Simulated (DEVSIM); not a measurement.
Structure: Pt/HfO2/n-Ge capacitor, at 250 K.

| layer (left to right) | material | thickness (nm) | Nd (cm⁻³) |
|---|---|---|---|
| 1 | HfO2 | 8.10 | - |
| 2 | Ge | 760 | 6.2e17 |

Metal gate on the left, work function 5.6 eV. Fixed charge at the semiconductor interface 1.4e10 cm⁻² (in units of +e); no interface traps.

This is a model device: material constants are rounded textbook-type values typed into the input, and sizes, dopings and lifetimes were drawn at random. Values at 300 K; Nc and Nv go as T^1.5, mobilities as T to minus their exponent, the gap by Varshni's rule with the affinity fixed.

| parameter | HfO2 | Ge |
|---|---|---|
| gap (eV) | 5.7 | 0.664 |
| affinity (eV) | 2.5 | 4 |
| permittivity | 22 | 16 |
| Nc (cm⁻³) | - | 1.04e19 |
| Nv (cm⁻³) | - | 6e18 |
| Varshni α (eV/K) | - | 0.000477 |
| Varshni β (K) | - | 235 |

DEVSIM, 1D Poisson equation in equilibrium, Boltzmann statistics, complete ionisation; no quantum confinement or tunnelling. Metal contacts follow the ideal Schottky-Mott rule: no Fermi-level pinning, no interface dipoles.

**Question.** Tabulate band edges, carrier densities and field at 1.1 V on the gate.

**Answer.** Energies count from the Fermi level of the right contact; mesh points crowd at the junctions.

```tsv
x (μm)	Ec (eV)	Ev (eV)	n (cm⁻³)	p (cm⁻³)	field (V/cm)
0.000	2.000	-3.700	< 1e2	< 1e2	-150000
0.0009512	1.986	-3.714	< 1e2	< 1e2	-150000
0.002551	1.962	-3.739	< 1e2	< 1e2	-150000
0.004814	1.927	-3.773	< 1e2	< 1e2	-150000
0.007103	1.893	-3.807	< 1e2	< 1e2	-150000
0.008100	0.378	-0.305	1.9e11	3.2e12	-190000
0.009148	0.357	-0.326	5.1e11	1.2e12	-200000
0.01226	0.298	-0.384	7.7e12	8.1e10	-180000
0.01741	0.217	-0.466	3.4e14	1.8e9	-140000
0.02683	0.115	-0.567	3.7e16	1.7e7	-75000
0.04605	0.058	-0.625	5.4e17	1100000	-5200
0.1011	0.055	-0.628	6.2e17	1000000	≈ 0
0.1859	0.055	-0.628	6.2e17	1000000	≈ 0
0.3588	0.055	-0.628	6.2e17	1000000	≈ 0
0.5941	0.055	-0.628	6.2e17	1000000	≈ 0
0.6771	0.055	-0.628	6.2e17	1000000	≈ 0
0.7224	0.055	-0.628	6.2e17	1000000	≈ 0
0.7446	0.055	-0.628	6.2e17	1000000	≈ 0
0.7590	0.055	-0.628	6.2e17	1000000	≈ 0
0.7641	0.055	-0.628	6.2e17	1000000	≈ 0
0.7665	0.055	-0.628	6.2e17	1000000	≈ 0
0.7681	0.055	-0.628	6.2e17	1000000	≈ 0
```
